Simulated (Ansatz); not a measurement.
# Cu3SbS4: stress against strain

Cu3SbS4 (I-42m, 18.953 Å³/atom and stress up to 0.01 GPa in the relaxed cell, c along z) under a strain ε along c (axis z), the other axes held. PBEsol in Ansatz, a plane-wave DFT program (PAW, default set), 420 eV, 12×12×12 Γ-centred mesh, Fermi-Dirac smearing 0.05 eV; ions are relaxed, or left where forces stay under 0.02 eV/Å, within the symmetry of each cell. Stress is positive for a compressed cell.

Here s stands for strain and y for stress zz.

```csv
strain (%),stress zz (GPa)
-1.50,1.58
-0.75,0.78
0.00,-0.01
0.75,-0.77
1.50,-1.52
3.00,?
```

Fit y of the 5 rows that show it with a straight line. Means: s 0, y 0.012. About the means, the sum of products is -5.8125 and the sum of squares of s is 5.6250; the slope is their ratio. Least squares gives y = 0.012 - 1.0333·s. Residuals (row less fit): 0.018, -0.007, -0.022, -0.007, 0.018; standard error 0.020 (degrees of freedom: 3). The slope gives the elastic constant C33 = 103.3 ± 0.9 GPa (± standard error of the fit, which holds the terms cut off).

Predict the withheld y at s = 3.00 from the fit, and compare with the calculation.

y = 0.012 - 1.0333 × 3.00 = -3.088 GPa. The calculation gives -2.96 GPa, 0.128 GPa above the prediction (2.8 % of the range of y in the table). The row lies outside the fitted rows, so this is an extrapolation. From the scatter of the fitted rows alone, a prediction at this place has a standard error of 0.034 GPa, so the miss is 3.8 times that.

A polynomial of degree 2 through the 8 other runs of the series gives -2.95 there, so most of the miss is curvature that the fit leaves out. This level leaves no gap over 0.05 eV at strain -1.50, -0.75, 0.00, 0.75, 1.50, 3.00 %. The start is a measured cell from the literature; how it stands against other phases or cation orders wasn't checked. Spin-orbit coupling is left out, which can shift these values for the heavy elements here. Rows are the converged runs of the series near zero and its far end; series whose fitted rows scatter by over a few per cent of the range, as at a crossing or softening among them, aren't shown in this form, nor equations of state whose B0' disagrees with the runs' pressures. Most that stay on the fit to the last digits aren't either.
